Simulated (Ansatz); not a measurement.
**What electrons 1.0×10^22 cm⁻³ does to BaTiO3**

Base system: BaTiO₃ in the cubic perovskite structure (space group Pm-3m, No. 221; a = 4.019 Å).

Perturbation: electron doping at 1.0×10^22 cm⁻³ (0.649 per cell), with a uniform compensating background at fixed cell and a 300 K Fermi–Dirac width.

Level of theory: PBE, PAW, 420 eV (Ansatz, a program for electronic structure; without spin-orbit coupling), earlier PAW set. Γ-centred 12×12×12 mesh, Fermi–Dirac width 0.0259 eV.

- Gap between the host's bands = 2.59 eV (base 1.79 eV)
- Gap character = indirect, R → Γ (base indirect, R → Γ)
- Fermi level relative to the doped band's edge (positive inside the band; to 0.05 eV) = +0.60 eV

Cost of the whole job for the changed cell (relaxation, final SCF and bands): about 13 core-seconds (a rough figure).

Charged cell with a jellium background: band edges are those of the host's band count, energies are not comparable with the neutral cell, and many-body gap narrowing is missing. Stability against distortions was not tested. All final runs are without spin polarisation. Many cubic perovskites are stable only at high temperature; tilts and polar distortions were not tested. This is not the structure that BaTiO3 has at room temperature and ambient pressure.
